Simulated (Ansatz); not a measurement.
The parent structure is Tl in the hcp (Mg type) structure (space group P6_3/mmc, No. 194; a = 3.520 Å, c = 5.602 Å).

Computed with r2SCAN (Ansatz, a first-principles code), no spin-orbit coupling.

Base values:

- Volume per atom: 30.05 Å³
- c/a ratio: 1.592

Now apply this change: full substitution Tl → In; the structure is relaxed again.

Tabulated Pauling electronegativity and covalent radius: Tl 1.62, 1.45 Å; In 1.78, 1.42 Å.

Task: How does this affect the volume per atom and c/a ratio?

Result: The volume per atom falls by 3.63 Å³ to 26.42 Å³; the c/a ratio increases by 0.056 to 1.648.

No phonon test of stability was made. For In in this form, whether it has been made was not checked. This is not the structure that In has at room temperature and ambient pressure.
